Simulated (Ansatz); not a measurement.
Start from Al2O3 in the corundum structure (space group R-3c, No. 167; a = 4.774 Å, c = 13.015 Å (hexagonal axes)). Axes: x lies along a and z along c of the hexagonal cell.

Level of theory: Ansatz (a program for electronic structure), PBEsol, PAW, cutoff 420 eV, no spin-orbit coupling.

Strains are applied to the cell and any free atomic positions relax.

One change was made to it. Results:

```tsv
quantity	base	after
electron mass	0.40 mₑ along c, 0.37 mₑ across (at Γ)	0.39 mₑ along z, 0.36 mₑ across (at Γ)
pressure (mean of the normal stresses, compression positive)	0.00 GPa	-3.54 GPa
valence-band top at Γ (three highest levels, from the VBM)	0.00, -0.04, -0.04 eV	0.00, -0.06, -0.14 eV
```

### Question
Name the change that was made.
A. uniaxial strain ε_xx = +1.50 %
B. uniaxial strain ε_xx = +0.75 %
C. uniaxial strain ε_xx = +2.25 %

### Answer
A, uniaxial strain ε_xx = +1.50 %. For comparison, the valence-band top at Γ in the other runs: uniaxial strain ε_xx = +2.25 % gives 0.00, -0.07, -0.19 eV; uniaxial strain ε_xx = +0.75 % gives 0.00, -0.05, -0.09 eV.

The levels and masses belong to the bands next to the band gap. Effective masses come from finite differences of ±0.01 Å⁻¹. Whether these cells are dynamically stable was not tested.
